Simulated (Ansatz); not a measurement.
# GaN: isotropic strain +3.00 %

Base system: GaN in the wurtzite structure (space group P6_3mc, No. 186; a = 3.183 Å, c = 5.185 Å).

Now apply this change: every lattice vector is stretched by 3.00 %; the atoms relax in the strained cell.

All numbers come from PBEsol in Ansatz (plane waves to 420 eV, PAW, spin-orbit coupling left out). Γ-centred 12×12×7 mesh, Fermi–Dirac width 0.05 eV.

The volume per atom increases by 1.054 Å³, from 11.37 Å³ to 12.43 Å³ and the space group is still P6_3mc (No. 186). The shortest interatomic distance increases by 0.058 Å (1.946 Å → 2.004 Å) and the energy increases by 49 meV/atom. The pressure (mean of the normal stresses, compression positive) goes from zero to -13.74 GPa and the band gap decreases by 0.58 eV to 1.30 eV. The gap character stays direct at Γ and the mean gap deformation potential ΔEg/Δln V comes out as -6.5 eV. The width of the top valence band falls by 0.29 eV to 2.53 eV and the electron mass goes from 0.16 mₑ along c, 0.17 mₑ across (at Γ) to 0.11 mₑ along c, 0.13 mₑ across (at Γ). The valence-band top at Γ (three highest levels, from the VBM) changes from 0.00, 0.00, -0.04 eV to 0.00, 0.00, -0.03 eV.

Final structure:

```xyz
4
Lattice="3.2781 0.0000 0.0000 -1.6390 2.8389 0.0000 0.0000 0.0000 5.3410" Properties=species:S:1:pos:R:3 pbc="T T T"
Ga     0.0000     1.8926     0.0002
Ga     1.6390     0.9463     2.6707
N      0.0000     1.8926     2.0133
N      1.6390     0.9463     4.6838
```

Effective masses come from finite differences of ±0.01 Å⁻¹. Whether these cells are dynamically stable was not tested.

Ansatz is an electronic-structure program.
